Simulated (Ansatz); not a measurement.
**How the equilibrium lattice constant a of zinc-blende PbTe (model structure) moves with the method**

No measured value is used here.

Task: Put these levels in order of the equilibrium lattice constant a that they give for zinc-blende PbTe (model structure), smallest first: LDA (Ansatz, a first-principles code), PBE-D4 (Ansatz), r²SCAN (Ansatz).

Result: LDA (7.124 Å), PBE-D4 (7.229 Å), r²SCAN (7.284 Å)

Density-functional levels without +SOC have no spin–orbit coupling. Ansatz's density-functional and Hartree–Fock values are scalar-relativistic unless marked +SOC, with PAW data made under PBE.

A model structure was made by putting elements into a prototype or built by hand; it is no filed structure, need not be a known phase, and can be a saddle point held by its symmetry.
